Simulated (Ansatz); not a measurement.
# silicon: the defect In on the Si site + 1 H

Method: PBE, PAW (plane waves to 420 eV; Ansatz, a program for electronic structure). Cell: 64 sites, 2×2×2; final energies on a 2×2×2 shifted mesh. Sites at the start: the Si site; H at the bond centre. Finite-size correction: monopole term and site-potential alignment. Dielectric constants: PBE linear response of the host. Host gap at this level: 0.61 eV. These values are not converged in cell size to better than tenths of an eV. Levels are measured in PBE's own, too narrow, gap. Spin–orbit coupling is left out, which matters for these heavy elements. Each state is the lowest found from its start.

Formation energies E_f are given with the Fermi level at the valence-band maximum. Chemical conditions: host crystal and elements as references (Δμ(Si) = 0.00 eV, Δμ(In) = 0.00 eV, Δμ(H) = 0.00 eV; In taken from its element, since no compound that bounds it was computed at this level; H taken from its element, since no compound that bounds it was computed at this level; only phases computed here count, gases as isolated molecules at 0 K). Reference phases: H: H2 molecule in a box, In: tetragonal indium, Si: silicon.

```csv
charge,moment (μB),point group,largest move off a lattice site (Å),image correction with alignment (eV),"E_f, host crystal and elements as references (eV)"
+1†,1.0,–,0.52,0.23,–
0,not spin-polarised,near Cs,0.49,0.00,1.94
−1†,quenched,–,0.54,-0.04,–
```

† Not settled in this cell, so no level is given: charge +1: a level filled in part, carriers not clearly localised, level within 0.1 eV of a band edge or past it; charge −1: a level filled in part, carriers not clearly localised, level within 0.1 eV of a band edge or past it.

Point groups are those of the whole cell at tolerances of 0.03 and 0.1 Å ("near" where only the looser one holds); none is given for unsettled states.

Starting moments that weren't kept: charge −1 began with 1 μB and ended with 0.0.

No other site or start that was run ended lower by more than 0.1 eV.
